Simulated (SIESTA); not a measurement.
Band structure of BiSbPd2 (P-6m2, 4 atoms in the cell).

```
BiSbPd2
1.0
    4.13436     0.00000     0.00000
   -2.06718     3.58046     0.00000
    0.00000     0.00000     5.61679
Sb Bi Pd
1 1 2
Direct
  0.66667   0.33333   0.00000
  0.00000   0.00000   0.50000
  0.33333   0.66667   0.75651
  0.33333   0.66667   0.24349
```

Level of theory: GGA PBEsol, numerical atomic orbitals DZP, PseudoDojo PBEsol standard norm-conserving potentials (rewritten from UPF to PSML) run with SIESTA.

Settings: XC.functional = GGA; XC.authors = PBEsol; potentials = PseudoDojo PBEsol standard; PAO.BasisSize = DZP; PAO.EnergyShift = 0.01 Ry; MeshCutoff = 400 Ry; kgrid.MonkhorstPack = 6 6 4; OccupationFunction = FD; ElectronicTemperature = 100 meV; MaxSCFIterations = 150; SCF.Mixer.Method = Pulay; SCF.Mixer.Weight = 0.1; SCF.Mixer.History = 8; SCF.DM.Tolerance = 1.0E-04.

The starting cell comes from a database of computed structures (which also holds hypothetical and non-ambient phases and stackings), without a prior relaxation at this level. Its lattice was rescaled by a random factor within 2.5 % of one. Spin-orbit coupling is off. Spin polarisation is off. Values carry the incompleteness of an atom-centred basis.

Levels in eV from the Fermi level, bands 30 to 35:
| point | 30 | 31 | 32 | 33 | 34 | 35 |
|---|---|---|---|---|---|---|
| Γ | -2.24 | -0.04 | 0.87 | 0.87 | 3.06 | 3.26 |
| M | -2.33 | -2.22 | -2.17 | -2.13 | -1.02 | 1.68 |
| K | -2.28 | -2.12 | -1.60 | -0.36 | -0.30 | 0.27 |
| A | -3.03 | -0.71 | -0.40 | 2.32 | 2.32 | 2.68 |
| L | -2.87 | -2.68 | -2.49 | 0.51 | 0.74 | 1.53 |
| H | -2.94 | -2.25 | -2.15 | -1.76 | -1.60 | 3.92 |

Bands cross the Fermi level along this path, so the cell is metallic at this level.

Higher empty bands are left out: an atom-centred basis made for the valence describes them poorly.
